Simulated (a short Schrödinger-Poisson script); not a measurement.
Stack: MOS inversion layer, SiO2 on p-type GaAs, at 300 K.

```csv
layer,material,thickness (nm),Na (cm⁻³)
1,SiO2,3.6,-
2,GaAs,470,1.1e18
```

The device is made up for the run: typed textbook-type constants, with dimensions and the other settings drawn at random. SiO2: permittivity 3.9, conduction-band edge (eV) 3.17, gap (eV) 9, electron mass (mₑ) 0.5. GaAs: permittivity 12.9, conduction-band edge (eV) 0, gap (eV) 1.424, Nv at 300 K (cm⁻³) 9e18.

Channel valleys (confinement mass, in-plane density-of-states mass, number): Γ 0.067, 0.067, 1. At the gate the conduction-band edge of layer 1 lies 3.57 eV − eVg above the Fermi level of the channel; the field vanishes at the back. Gaps are held at their typed values at every temperature. Mesh 0.03 nm at interfaces.

Solved with a short Schrödinger-Poisson script written for these runs: 1D Poisson equation in equilibrium, electrons classical, Boltzmann, parabolic valleys, classical holes, full ionisation, no traps, pinning or gate leakage.

The same stack at other levels of the model or other numerical settings:

```tsv
run	sheet density of all electrons at Vg = 3.3 V (cm⁻²)	sheet density of all electrons at Vg = 1.5 V (cm⁻²)	capacitance at Vg = 3.3 V (μF/cm²)	centroid of the channel electrons at Vg = 3.3 V (nm)	rough cost against the base
base	1.14e13	1.14e12	0.938	0.27	about 1
electrons treated as classical, Fermi-Dirac	8.18e12	6.50e11	0.754	1.69	5
electrons treated as quantum, Hartree	7.18e12	?	0.716	2.78	10
electrons treated as quantum, Hartree plus LDA exchange-correlation	?	6.25e10	0.719	?	20
mesh six times as coarse	1.12e13	1.10e12	0.930	0.37	0.4
```

Q: Fill in the missing entries.

A: 
- electrons treated as quantum, Hartree plus LDA exchange-correlation, centroid of the channel electrons at Vg = 3.3 V (nm): 2.75
- electrons treated as quantum, Hartree, sheet density of all electrons at Vg = 1.5 V (cm⁻²): 5.26e10
- electrons treated as quantum, Hartree plus LDA exchange-correlation, sheet density of all electrons at Vg = 3.3 V (cm⁻²): 7.33e12

The classical rows ignore confinement, and Boltzmann statistics overrate the density once the band edge passes the Fermi level.

Above a few 1e12 electrons/cm² a light Γ valley is non-parabolic and upper valleys begin to fill, which the model leaves out.
